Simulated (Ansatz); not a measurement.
Electronic density of states of amorphous Si₁₂Ge₁₂O₄₈, density 2.83 g/cm³, on a 2×2×2 Γ-centred mesh with a Gaussian width of 0.1 eV; energies count from the Fermi level, whose place inside the gap is arbitrary. Cell and mesh are small, so fine structure isn't converged. Computed with PBE, scalar-relativistic without spin-orbit coupling (plane waves to 420 eV, PAW; Ansatz, a program for electronic structure). Sampling: a 2×2×2 Γ-centred mesh; Fermi-Dirac width 0.02 eV; no spin polarisation. At PBE the levels at the filled edge of the gap are localised (band-tail or defect states), and the nearest spread-out levels lie 3.7 eV apart at the zone centre.

A CHGNet melt-quench gave the starting glass, which DFT then relaxed. O atoms were pushed apart under 1.9 Å during the dynamics, to hinder bonds among them. The hot cell started wider than the set density and was brought back towards it in steps. It is the lowest in DFT energy of 2 quenches. It is a model cell: composition and starting density were chosen by hand, and all elements were melted together. No dispersion term was used. Its density started from a set value of 3.19 and ended at 2.83 g/cm³. The quench (nominally 390 K/ps over its main leg) was far faster than any real one, so the model tends to hold more defects than a real film. Values belong to this one cell and scatter from quench to quench. Volume and shape were free in the relaxation.

(E - EF (eV), states/(eV atom)): (-12.00, 0.00); (-11.90, 0.00); (-11.80, 0.00); (-11.70, 0.00); (-11.60, 0.00); (-11.50, 0.00); (-11.40, 0.00); (-11.30, 0.00); (-11.20, 0.00); (-11.10, 0.00); (-11.00, 0.00); (-10.90, 0.01); (-10.80, 0.06); (-10.70, 0.12); (-10.60, 0.15); (-10.50, 0.18); (-10.40, 0.16); (-10.30, 0.11); (-10.20, 0.11); (-10.10, 0.17); (-10.00, 0.21); (-9.90, 0.20); (-9.80, 0.18); (-9.70, 0.19); (-9.60, 0.19); (-9.50, 0.20); (-9.40, 0.19); (-9.30, 0.20); (-9.20, 0.21); (-9.10, 0.20); (-9.00, 0.19); (-8.90, 0.20); (-8.80, 0.22); (-8.70, 0.24); (-8.60, 0.20); (-8.50, 0.20); (-8.40, 0.17); (-8.30, 0.14); (-8.20, 0.11); (-8.10, 0.12); (-8.00, 0.13); (-7.90, 0.09); (-7.80, 0.12); (-7.70, 0.16); (-7.60, 0.17); (-7.50, 0.20); (-7.40, 0.16); (-7.30, 0.13); (-7.20, 0.16); (-7.10, 0.25); (-7.00, 0.41); (-6.90, 0.51); (-6.80, 0.54); (-6.70, 0.60); (-6.60, 0.64); (-6.50, 0.65); (-6.40, 0.66); (-6.30, 0.58); (-6.20, 0.44); (-6.10, 0.38); (-6.00, 0.46); (-5.90, 0.45); (-5.80, 0.33); (-5.70, 0.32); (-5.60, 0.42); (-5.50, 0.41); (-5.40, 0.34); (-5.30, 0.36); (-5.20, 0.30); (-5.10, 0.20); (-5.00, 0.24); (-4.90, 0.22); (-4.80, 0.23); (-4.70, 0.32); (-4.60, 0.31); (-4.50, 0.39); (-4.40, 0.53); (-4.30, 0.66); (-4.20, 0.65); (-4.10, 0.62); (-4.00, 0.67); (-3.90, 0.72); (-3.80, 0.75); (-3.70, 0.78); (-3.60, 0.80); (-3.50, 0.87); (-3.40, 0.97); (-3.30, 1.00); (-3.20, 0.99); (-3.10, 1.03); (-3.00, 1.07); (-2.90, 1.08); (-2.80, 1.13); (-2.70, 1.17); (-2.60, 1.12); (-2.50, 1.05); (-2.40, 1.00); (-2.30, 1.04); (-2.20, 1.04); (-2.10, 0.83); (-2.00, 0.52); (-1.90, 0.35); (-1.80, 0.34); (-1.70, 0.15); (-1.60, 0.02); (-1.50, 0.00); (-1.40, 0.00); (-1.30, 0.00); (-1.20, 0.00); (-1.10, 0.00); (-1.00, 0.00); (-0.90, 0.00); (-0.80, 0.00); (-0.70, 0.00); (-0.60, 0.00); (-0.50, 0.00); (-0.40, 0.00); (-0.30, 0.00); (-0.20, 0.00); (-0.10, 0.00); (0.00, 0.00); (0.10, 0.00); (0.20, 0.00); (0.30, 0.00); (0.40, 0.00); (0.50, 0.00); (0.60, 0.00); (0.70, 0.00); (0.80, 0.00); (0.90, 0.00); (1.00, 0.00); (1.10, 0.00); (1.20, 0.00); (1.30, 0.00); (1.40, 0.00); (1.50, 0.00); (1.60, 0.01); (1.70, 0.02); (1.80, 0.01); (1.90, 0.02); (2.00, 0.05); (2.10, 0.06); (2.20, 0.07); (2.30, 0.11); (2.40, 0.12); (2.50, 0.06); (2.60, 0.02); (2.70, 0.02); (2.80, 0.06); (2.90, 0.11); (3.00, 0.10); (3.10, 0.11); (3.20, 0.13); (3.30, 0.14); (3.40, 0.13); (3.50, 0.08); (3.60, 0.10); (3.70, 0.14); (3.80, 0.16); (3.90, 0.13); (4.00, 0.09); (4.10, 0.05); (4.20, 0.09); (4.30, 0.16); (4.40, 0.18); (4.50, 0.20); (4.60, 0.19); (4.70, 0.14); (4.80, 0.12); (4.90, 0.12); (5.00, 0.09); (5.10, 0.11); (5.20, 0.13); (5.30, 0.11); (5.40, 0.12); (5.50, 0.18); (5.60, 0.23); (5.70, 0.25); (5.80, 0.23); (5.90, 0.30); (6.00, 0.44); (6.10, 0.45); (6.20, 0.39); (6.30, 0.37); (6.40, 0.40); (6.50, 0.39); (6.60, 0.37); (6.70, 0.43); (6.80, 0.50); (6.90, 0.54); (7.00, 0.48); (7.10, 0.45)

The level gap on this mesh is 3.49 eV; the broadening fills part of it in the curve.
